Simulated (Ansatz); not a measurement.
Input and output of a self-consistent single point for AlNi (Cmm2, 2 atoms in the cell) (Ansatz, a program for electronic structure).

Level of theory: PBEsol, default PAW files made with PBE (plane waves; Ansatz).

```yaml
crystal:
  lattice:
    - [1.93288, -1.94733, 0.00000]
    - [1.93288, 1.94733, 0.00000]
    - [0.00000, 0.00000, 3.09013]
  atoms:
    - { symbol: Al, position: [0.00000, 0.00000, 0.01618] }
    - { symbol: Ni, position: [0.50000, 0.50000, 0.50000] }
```

Reference input (self-consistent single point, DFT, PBEsol, plane waves, default PAW files made with PBE): basis.ecutwfc = 30.9 Ry; kpoints.mp_grid.grid = 12 12 11; hamiltonian.xc = pbesol; hamiltonian.pseudopotentials = {kind: paw} (the program's default PAW files); scf.occupations.method = gaussian; scf.occupations.width = 0.0073 Ry. This run's input differs from it in these lines:

Ansatz 0.2 input:
```diff
@@ -9,3 +9,3 @@
 basis:
-  ecutwfc: 30.9 Ry
+  ecutwfc: 54.0 Ry
 kpoints:
```

The program printed (abridged):

```
SCF iter   1: F=—  HF=-6330.825248 eV  |F-HF|=—  |Δ(HF+E_count)|=         —  Δρ=1.84e-2  dr2=4.45e-2  ethr=1.77e-3  ⟨swp⟩=5.3  Hψ=18789  notcnv=0
all-band conjugate gradients solve this SCF's bands
preconditioner: auto → none
SCF iter   2: F=—  HF=-6330.818593 eV  |F-HF|=—  |Δ(HF+E_count)|=   6.66e-3  Δρ=5.70e-3  dr2=4.70e-3  ethr=2.12e-4  ⟨swp⟩=2.9  Hψ=9244  notcnv=0  defer=84
   [... lines left out ...]
SCF iter   4: F=—  HF=-6330.818038 eV  |F-HF|=—  |Δ(HF+E_count)|=   1.92e-6  Δρ=2.94e-4  dr2=1.03e-5  ethr=7.51e-7  ⟨swp⟩=2.1  Hψ=5215  notcnv=0  defer=84
SCF iter   5: F=—  HF=-6330.818036 eV  |F-HF|=—  |Δ(HF+E_count)|=   2.18e-6  Δρ=5.56e-5  dr2=4.07e-7  ethr=4.93e-8  ⟨swp⟩=2.1  Hψ=5056  notcnv=0  defer=84
SCF iter   6: F=—  HF=-6330.818036 eV  |F-HF|=—  |Δ(HF+E_count)|=   2.92e-8  Δρ=3.09e-5  dr2=1.21e-7  ethr=4.76e-10  ⟨swp⟩=7.1  Hψ=20332  notcnv=0
SCF iter   7: F=-6330.818036 eV  HF=-6330.818036 eV  |F-HF|=5.53e-9  |Δ(HF+E_count)|=   1.77e-8  Δρ=6.78e-6  dr2=5.81e-9  ethr=4.76e-10  ⟨swp⟩=4.8  Hψ=14080  notcnv=0
SCF 1 converged in 7 iterations: F = -6330.818036 eV  dr2 = 5.81e-9
Free energy (F): -6330.818036 eV
Internal energy: -6330.814009 eV  (E = F + TS)
E sigma→0 (E₀):  -6330.816022 eV
Entropy (-TS):   -0.004027 eV (-2.013 meV/atom)
Fermi energy:    14.305129 eV
--- Forces (eV/Å), atoms counted from 1 ---
  atom   1  Al     0.00000000     0.00000000    -0.33321469
  atom   2  Ni     0.00000000     0.00000000     0.33321169
--- Stress (GPa, compression-positive) ---
        5.404059       0.000000       0.000000
        0.000000       3.799585       0.000000
        0.000000       0.000000      -2.660329
  P = ⅓ Tr σ = 2.1811 GPa (21.811 kbar)
  The stress holds the Pulay correction. Without it, at fixed plane waves, as pw.x and ABINIT print it: P = 2.1730 GPa
```

The run converged in 7 iterations. Against the reference run the free energy drops by 1.3 meV/atom, the pressure hardly changes (2.19 to 2.18 GPa) and the largest force stays at 0.333 eV/Å.

The starting cell comes from a database of computed structures (which also holds hypothetical and non-ambient phases and stackings), without a prior relaxation at this level. Its lattice was rescaled by up to half a per cent. One atom was moved a little off its site on purpose. Spin polarisation is off. Ansatz's pressure includes its estimate of the finite-basis (Pulay) stress.
